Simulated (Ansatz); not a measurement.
AlN, response to strain

The reference is AlN in the wurtzite structure (space group P6_3mc, No. 186).

```yaml
crystal:
  lattice:
    - [3.13023, 0.00000, 0.00000]
    - [-1.56512, 2.71086, 0.00000]
    - [0.00000, 0.00000, 5.01801]
  atoms:
    - { symbol: Al, position: [0.33333, 0.66667, 0.00023] }
    - { symbol: Al, position: [0.66667, 0.33333, 0.50023] }
    - { symbol: N, position: [0.33333, 0.66667, 0.38177] }
    - { symbol: N, position: [0.66667, 0.33333, 0.88177] }
```

Cartesian axes are those of the cell as printed.

Strains are applied to the cell and any free atomic positions relax.

Calculations: PBE (Ansatz, a first-principles code, PAW, no spin-orbit coupling).

Notes on the quantities. energy relative to the base: free energy F; pressure: mean of the normal stresses, compression positive.

```csv
case,electron mass,energy relative to the base,pressure,band gap
base,–,0 meV/atom,0.00 GPa,4.03 eV
uniaxial strain ε_zz = −3.00 %,0.30 mₑ (at Γ),?,?,?
uniaxial strain ε_zz = −2.40 %,0.30 mₑ (at Γ),+6.7 meV/atom,4.58 GPa,4.11 eV
uniaxial strain ε_zz = −1.80 %,0.30 mₑ (at Γ),+3.8 meV/atom,3.40 GPa,4.09 eV
uniaxial strain ε_zz = −1.20 %,0.30 mₑ (at Γ),+1.7 meV/atom,2.24 GPa,4.07 eV
uniaxial strain ε_zz = −0.60 %,0.29 mₑ (at Γ),+0.4 meV/atom,1.11 GPa,4.06 eV
```

Task: Complete the table.

Result: 
- uniaxial strain ε_zz = −3.00 %, energy relative to the base: +10 meV/atom
- uniaxial strain ε_zz = −3.00 %, pressure: 5.78 GPa
- uniaxial strain ε_zz = −3.00 %, band gap: 4.12 eV

Effective masses come from finite differences of ±0.01 Å⁻¹. Stability against distortions was not tested.
